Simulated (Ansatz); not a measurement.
Take CdS in the zinc blende structure (space group F-43m, No. 216; a = 5.8243 Å) as the base. Axes: x, y, z lie along the cube axes.

Perturbation: uniaxial strain ε_yy = −2.10 %, all other strain components held at zero, atoms relaxed at fixed cell.

Levels (all Ansatz, a program for electronic structure, PAW): PBEsol (420 eV, spin-orbit coupling left out); r2SCAN (500 eV, without spin-orbit coupling); HSE06 (420 eV, spin-orbit coupling left out).

At the geometry relaxed with PBEsol, these levels gave the following band gaps, in shuffled order: (a) 1.61 eV, (b) 1.01 eV, (c) 2.18 eV.

Question: Match each gap to its level.

Answer: (a) r2SCAN; (b) PBEsol; (c) HSE06.

Single points use the geometry relaxed with PBEsol. Stability against distortions was not tested.
